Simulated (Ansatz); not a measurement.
# Ag, element substitutions

Take Ag in the fcc (Cu type) structure (space group Fm-3m, No. 225) as the base.

Space group Fm-3m (No. 225); a = 4.0544 Å, b = 4.0544 Å, c = 4.0544 Å, α = 90.00°, β = 90.00°, γ = 90.00°

| atom | site | symmetry | x | y | z |
|---|---|---|---|---|---|
| Ag | 4a | m-3m | 0.0000 | 0.0000 | 0.0000 |
(The calculation used a cell of 1 atom; values per cell refer to that cell.)

Each row replaces one element on all its sites; cell and atoms are relaxed.

Levels (all Ansatz, an electronic-structure program, PAW): PBEsol (420 eV, no SOC); r2SCAN (500 eV, no spin-orbit coupling).

Pressures by level, all at the geometries relaxed with PBEsol:

```json
[
 {"case": "base", "PBEsol": "0.0 GPa", "r2SCAN": "4.2 GPa"},
 {"case": "Ag → Cu", "PBEsol": "0.0 GPa", "r2SCAN": "1.8 GPa"},
 {"case": "Ag → Ni", "PBEsol": "0.0 GPa", "r2SCAN": "3.0 GPa"}
]
```

The magnetic state is the one reached from the starting moments; the real material's order can differ, and small cells can't hold many antiferromagnetic ones. Single points use the geometry relaxed with PBEsol. Their cutoffs differ, which shifts pressures a little. Whether these cells are dynamically stable was not tested. Spin-polarised in the final run: PBEsol Ni and r2SCAN Ni; the other runs are not.
